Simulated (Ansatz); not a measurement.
System: cubic perovskite CsSrF₃. Method: r²SCAN-D4 in Ansatz (plane waves, PAW).

Settings: plane-wave cutoff 560 eV, 8×8×8 k mesh, Fermi–Dirac smearing 0.01 eV, scalar-relativistic PAW data made under PBE.

The cell is scaled about its equilibrium volume:

```json
[
 {"V (Å³/atom)": "20.207", "P (GPa)": "3.27", "direct gap at Γ (eV)": "7.441"},
 {"V (Å³/atom)": "20.637", "P (GPa)": "2.05", "direct gap at Γ (eV)": "7.360"},
 {"V (Å³/atom)": "21.067", "P (GPa)": "0.96", "direct gap at Γ (eV)": "7.279"},
 {"V (Å³/atom)": "21.497", "P (GPa)": "0.00", "direct gap at Γ (eV)": "7.198"},
 {"V (Å³/atom)": "21.927", "P (GPa)": "-0.86", "direct gap at Γ (eV)": "7.117"},
 {"V (Å³/atom)": "22.357", "P (GPa)": "-1.63", "direct gap at Γ (eV)": "7.037"},
 {"V (Å³/atom)": "22.786", "P (GPa)": "-2.31", "direct gap at Γ (eV)": "6.957"}
]
```

A straight line through the gaps at Γ against ln V gives a volume deformation potential dE_g(Γ)/d ln V of -4.0 eV: the gap at Γ widens under compression.

Note: the relaxation could not lower the start's symmetry, so the cell can be a saddle point above a distorted one.

Spin–orbit coupling is not included.

Ansatz is an electronic-structure program.
